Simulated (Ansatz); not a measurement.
These are PBE (plane waves to 420 eV, PAW; Ansatz, a program for electronic structure) values and carry that method's errors.

Planar average of the electrostatic potential across the slab, in eV from the Fermi level, for a constructed model of the (111) surface of fcc Pd, a pseudomorphic layer of Pt in the host's stacking (bottom of the slab: a bare face, its two planes held):

| z (Å) | V (eV) |
|---|---|
| 3.89 | 5.21 |
| 4.17 | 5.21 |
| 4.44 | 5.21 |
| 4.72 | 5.21 |
| 5.00 | 5.20 |
| 5.28 | 5.19 |
| 5.56 | 5.16 |
| 5.83 | 5.11 |
| 6.11 | 4.99 |
| 6.39 | 4.74 |
| 6.67 | 4.20 |
| 6.94 | 3.02 |
| 7.22 | 0.16 |
| 7.50 | -6.21 |
| 7.78 | -13.27 |
| 8.06 | -17.69 |
| 8.33 | -15.87 |
| 8.61 | -9.54 |
| 8.89 | -2.59 |
| 9.17 | 1.07 |
| 9.44 | 0.29 |
| 9.72 | -5.08 |
| 10.00 | -12.17 |
| 10.28 | -17.35 |
| 10.56 | -16.87 |
| 10.83 | -11.18 |
| 11.11 | -4.13 |
| 11.39 | 0.51 |
| 11.67 | 0.58 |
| 11.94 | -3.92 |
| 12.22 | -10.96 |
| 12.50 | -16.74 |
| 12.78 | -17.45 |
| 13.06 | -12.44 |
| 13.33 | -5.40 |
| 13.61 | 0.05 |
| 13.89 | 0.89 |
| 14.17 | -2.64 |
| 14.44 | -9.55 |
| 14.72 | -15.86 |
| 15.00 | -17.84 |
| 15.28 | -13.71 |
| 15.56 | -6.80 |
| 15.83 | -0.67 |
| 16.11 | 1.00 |
| 16.39 | -1.60 |
| 16.67 | -8.21 |
| 16.94 | -14.87 |
| 17.22 | -17.98 |
| 17.50 | -14.85 |
| 17.78 | -8.18 |
| 18.06 | -1.60 |
| 18.33 | 0.95 |
| 18.61 | -0.85 |
| 18.89 | -7.05 |
| 19.17 | -13.93 |
| 19.44 | -17.92 |
| 19.72 | -15.76 |
| 20.00 | -9.41 |
| 20.28 | -2.54 |
| 20.56 | 0.83 |
| 20.83 | -0.39 |
| 21.11 | -7.27 |
| 21.39 | -16.75 |
| 21.67 | -22.92 |
| 21.94 | -22.55 |
| 22.22 | -15.79 |
| 22.50 | -6.08 |
| 22.78 | 0.92 |
| 23.06 | 3.63 |
| 23.33 | 4.79 |
| 23.61 | 5.30 |
| 23.89 | 5.53 |
| 24.17 | 5.63 |
| 24.44 | 5.68 |
| 24.72 | 5.70 |
| 25.00 | 5.71 |
| 25.28 | 5.71 |
| 25.56 | 5.71 |
| 25.83 | 5.72 |
| 26.11 | 5.72 |

Model: 7-atom slab, 13.8 Å thick at the start, 15x15x1 mesh, Fermi-Dirac 0.1 eV, dipole correction, 2 atoms held, the rest relaxed; symmetry of the start imposed; no spin, no spin-orbit, no U. In PBE it is, or lies within 0.01 eV a 1x1 cell of, the lowest of the 2 structures of its composition computed so far; larger cells were not tried.

The surface cell has an area of 6.73 Å². What dipole along the normal does the step between the two vacuum levels imply?

the top vacuum level lies 0.50 eV above the bottom one; p = −ε₀ A ΔV (ε₀ = 0.005526 e/(V·Å)) gives -0.02 e·Å a cell.
